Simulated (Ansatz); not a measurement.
# A computed series for TiSi2: response to strain

Consider TiSi2 (space group Fddd, No. 70).

```
TiSi2
1.0
    0.00000     4.09012     4.24970
    2.38007     0.00000     4.24970
    2.38007     4.09012     0.00000
Si Ti
4 2
Direct
  0.66373   0.33627   0.66373
  0.33627   0.66373   0.33627
  0.58627   0.91373   0.58627
  0.91373   0.58627   0.91373
  0.00000   0.00000   0.00000
  0.25000   0.25000   0.25000
```

Cartesian axes are those of the cell as printed.

Strains are applied to the cell and any free atomic positions relax; under biaxial strain the out-of-plane vector relaxes too.

Levels (all Ansatz, an electronic-structure program, PAW, earlier PAW set): PBEsol (420 eV, spin-orbit coupling left out); r2SCAN (500 eV, spin-orbit coupling left out); PBEsol+SOC (420 eV, noncollinear with spin-orbit coupling).

Pressures by level, all at the geometries relaxed with PBEsol:

| case | PBEsol | r2SCAN | PBEsol+SOC |
|---|---|---|---|
| base | 0.0 GPa | 1.9 GPa | 0.0 GPa |
| biaxial strain +1.47 %, plane normal [001], relaxed out of plane | -3.1 GPa | -1.3 GPa | -3.1 GPa |
| biaxial strain +2.42 %, plane normal [001], relaxed out of plane | -4.9 GPa | -3.1 GPa | -4.9 GPa |
| isotropic strain −5.91 % | 41.5 GPa | 44.7 GPa | 41.5 GPa |

Single points use the geometry relaxed with PBEsol. Their cutoffs differ, which shifts pressures a little. The spin-orbit shifts are approximate. Without a gap, meshes like the base's 13×13×13 leave anisotropic stresses uncertain by several tenths of a GPa, and small strain energies with them. Whether these cells are dynamically stable was not tested. The runs without spin-orbit coupling are not spin-polarised.
